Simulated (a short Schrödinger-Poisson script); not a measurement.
# Symmetric double-gate stack, Si3N4 on p-type Si(100)

Stack: symmetric double-gate stack, Si3N4 on p-type Si(100), at 400 K.

```tsv
layer	material	thickness (nm)	Na (cm⁻³)
1	Si3N4	3	-
2	Si	3	2e15
3	Si3N4	3	-
```

The device is made up for the run: typed textbook-type constants, with dimensions and the other settings drawn at random. Si3N4: permittivity 7.5, conduction-band edge (eV) 1.95, gap (eV) 5.1, electron mass (mₑ) 0.5. Si: permittivity 11.7, conduction-band edge (eV) 0, gap (eV) 1.124, Nv at 300 K (cm⁻³) 3.1e19.

Channel valleys (confinement mass, in-plane density-of-states mass, number): Δ2 0.916, 0.19, 2; Δ4 0.19, 0.417, 4. At the gates, both at one voltage, the conduction-band edge of layer 1 lies 2.45 eV − eVg above the Fermi level of the channel. Gaps are held at their typed values at every temperature. Mesh 0.03 nm at interfaces.

Solved with a short Schrödinger-Poisson script written for these runs: 1D Poisson equation in equilibrium, electrons quantum, Hartree (BenDaniel-Duke, 12 states a valley, the channel's in-plane mass for all, wave functions ending at the dielectric), parabolic valleys, classical holes, full ionisation, no traps, pinning or gate leakage.

```tsv
Vg (V)	electrons (cm⁻²)	C (μF/cm²)	Δ2 E0 (meV)	Δ2 E1 (meV)	Δ4 E0 (meV)	Δ4 E1 (meV)
0.2	2.53e8	< 0.003	345.6	482.4	519.9	1179.3
0.25	1.08e9	0.00508	295.7	432.4	470.0	1129.3
0.3	4.58e9	0.0214	245.8	382.6	420.1	1079.5
0.35	1.91e10	0.0880	196.5	333.2	370.7	1030.1
0.4	7.58e10	0.324	148.9	285.5	323.2	982.4
0.45	2.55e11	0.892	106.6	243.0	280.9	939.8
0.5	6.46e11	1.62	73.4	209.2	247.7	906.1
0.55	1.24e12	2.18	49.1	184.0	223.3	880.9
0.6	1.98e12	2.54	30.8	164.7	205.1	861.6
0.65	2.81e12	2.76	16.4	149.1	190.7	846.0
0.7	3.70e12	2.91	4.3	135.8	178.7	832.7
0.75	4.63e12	3.02	-6.1	124.1	168.3	821.1
0.8	5.58e12	3.09	-15.3	113.6	159.1	810.6
0.85	6.55e12	3.15	-23.7	103.9	150.8	800.9
0.9	7.55e12	3.20	-31.4	94.9	143.1	792.0
0.95	8.55e12	3.24	-38.5	86.5	136.1	783.6
1	9.57e12	3.28	-45.2	78.5	129.5	775.7
1.05	1.06e13	3.31	-51.5	70.9	123.3	768.2
1.1	1.16e13	3.34	-57.4	63.7	117.5	761.1
1.15	1.27e13	3.37	-63.0	56.9	112.0	754.3
1.2	1.37e13	3.40	-68.2	50.3	106.8	747.9
```

Subbands count from the Fermi level. The capacitance is that of both gates.
